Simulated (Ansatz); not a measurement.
**CdSe: biaxial strain +1.14 %, plane normal [001], relaxed out of plane**

Take CdSe in the wurtzite structure (space group P6_3mc, No. 186; a = 4.3829 Å, c = 7.1547 Å) as the base. Axes: x lies along a and z along c of the hexagonal cell.

Modification: tensile biaxial strain of 1.14 % in the plane normal to [001], as in epitaxy on a mismatched substrate; the out-of-plane cell vector and the atoms relax.

All numbers come from plane-wave PAW DFT at the PBE level (Ansatz, a program for electronic structure, 420 eV), no SOC, earlier PAW set. k-mesh 9×9×5 (Γ-centred); smearing 0.05 eV (Fermi–Dirac).

```csv
quantity,base,changed,shift
volume per atom,29.76 Å³,30.15 Å³,+0.397 Å³
space group,P6_3mc (No. 186),P6_3mc (No. 186),–
shortest interatomic distance,2.682 Å,2.693 Å,+0.011 Å
band gap,0.54 eV,0.51 eV,-0.03 eV
gap character,direct at Γ,direct at Γ,–
width of the top valence band,1.56 eV,1.52 eV,-0.04 eV
electron mass,0.057 mₑ (at Γ),"0.052 mₑ out of plane, 0.057 mₑ in plane (at Γ)",–
"valence-band top at Γ (three highest levels, from the VBM)","0.00, 0.00, -0.04 eV","0.00, -0.03, -0.03 eV",–
out-of-plane strain,–,-0.94 %,–
ratio −ε⊥/ε∥,–,0.82,–
mean in-plane stress (compression positive),–,-0.9 GPa,–
```

Final structure (turned so that z lies along the plane normal):

```yaml
crystal:
  lattice:
    - [4.43284, 0.00000, 0.00000]
    - [2.21642, 3.83895, 0.00000]
    - [0.00000, 0.00000, 7.08758]
  atoms:
    - { symbol: Cd, position: [0.66667, 0.66667, 0.00257] }
    - { symbol: Cd, position: [0.33333, 0.33333, 0.50257] }
    - { symbol: Se, position: [0.66667, 0.66667, 0.62263] }
    - { symbol: Se, position: [0.33333, 0.33333, 0.12263] }
```

Effective masses come from finite differences of ±0.01 Å⁻¹. Whether these cells are dynamically stable was not tested.
